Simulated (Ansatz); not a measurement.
# Step by step: formation energy of MoP (P-6m2) from the elements

Subject: the formation energy of MoP (P-6m2) from the elements. Reaction: P (black phosphorus) + Mo (bcc) → MoP (P-6m2). The sign is products less reactants. The value is per atom of the solid.

MoP (P-6m2), 2 atoms in the cell; this is a cell from a database of computed structures that this text hasn't matched to a measured one; spin state with PBE: run without spin. Conventional cell: a = b = 3.1995 Å, c = 3.1738 Å, α = β = 90.00°, γ = 120.00°.

Method: Ansatz (a quantum-chemistry and plane-wave program), PAW, neutral cells at 0 K with nuclei at rest, on structures from PBE+D3(BJ). Ansatz runs with its default PAW set. Other levels take these structures. The lattices are those relaxed with PBE+D3(BJ), so at other levels the solids can be strained, which adds to the spread.

Total energies of the cells in eV, at zero smearing width. They compare only within one column; the weights balance every element.

```json
[
 {"cell": "MoP (P-6m2)", "atoms": "2", "weight": "+4", "PBE+D3(BJ)": "-5714.32850", "RPBE": "-5723.19876"},
 {"cell": "P (black phosphorus)", "atoms": "4", "weight": "−1", "PBE+D3(BJ)": "-3024.16021", "RPBE": "-3035.41483"},
 {"cell": "Mo (bcc)", "atoms": "1", "weight": "−4", "PBE+D3(BJ)": "-4956.73934", "RPBE": "-4963.00610"}
]
```

PBE+D3(BJ): 4 × (-5714.32850) − (-3024.16021) − 4 × (-4956.73934) = -6.196 eV; dividing by 8 atoms gives -0.77 eV/atom.

RPBE: 4 × (-5723.19876) − (-3035.41483) − 4 × (-4963.00610) = -5.356 eV; dividing by 8 atoms gives -0.67 eV/atom.

What follows from the PBE+D3(BJ) value: A formula unit of MoP has 2 atoms, so it forms with -0.7746 × 2 = -1.549 eV, or -149.5 kJ/mol at 96.485 kJ/mol per eV.
